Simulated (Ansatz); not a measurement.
**A computed series for MnSi: pressure series**

Take MnSi (space group P2_13, No. 198; a = 4.518 Å; ferromagnetic) as the base.

Cell and atoms are relaxed at each pressure.

Method: plane-wave PAW DFT at the PBE level (Ansatz, a quantum-chemistry and plane-wave program, 420 eV), no spin-orbit coupling.

| change | volume per atom | largest site moment |
|---|---|---|
| base | 11.53 Å³ | 0.98 μB |
| pressure −2 GPa | 11.64 Å³ | 0.99 μB |
| pressure −1 GPa | 11.58 Å³ | 0.99 μB |
| pressure 0.9 GPa | 11.48 Å³ | 0.98 μB |
| pressure 2.1 GPa | 11.41 Å³ | 0.97 μB |
| pressure 4.5 GPa | 11.29 Å³ | 0.96 μB |
| pressure 9 GPa | 11.07 Å³ | 0.92 μB |
| pressure 15 GPa | 10.81 Å³ | 0.87 μB |
| pressure 22.5 GPa | 10.52 Å³ | 0.80 μB |
| pressure 30 GPa | 10.27 Å³ | 0.73 μB |

The magnetic state is the one reached from the starting moments; the real material's order can differ, and small cells can't hold many antiferromagnetic ones. Load acts through the strain it causes; cell and atoms are relaxed under it. No phonon test of stability was made. Competing high-pressure phases were not computed.
